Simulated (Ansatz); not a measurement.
Here is the system:

```yaml
crystal:
  lattice:
    - [4.41862, 0.00000, 0.00000]
    - [-2.20931, 3.82664, 0.00000]
    - [0.00000, 0.00000, 7.21167]
  atoms:
    - { symbol: Cd, position: [0.66667, 0.33333, 0.00052] }
    - { symbol: Cd, position: [0.33333, 0.66667, 0.50052] }
    - { symbol: Se, position: [0.66667, 0.33333, 0.62468] }
    - { symbol: Se, position: [0.33333, 0.66667, 0.12468] }
```

No spin polarisation.

Method: PBE (Ansatz, an electronic-structure program, PAW, no SOC), earlier PAW set. Γ-centred 9×9×5 mesh, Fermi–Dirac width 0.05 eV.

### Question
Predict the band gap, gap character, width of the top valence band and valence-band top at Γ.

### Answer
- Band gap: 0.49 eV
- Gap character: direct at Γ
- Width of the top valence band: 1.49 eV
- Valence-band top at Γ (three highest levels, from the VBM): 0.00, 0.00, -0.04 eV

Load acts through the strain it causes; cell and atoms are relaxed under it. Whether these cells are dynamically stable was not tested. The cell was made from CdSe in the wurtzite structure (space group P6_3mc, No. 186) by this change: pressure −1 GPa.
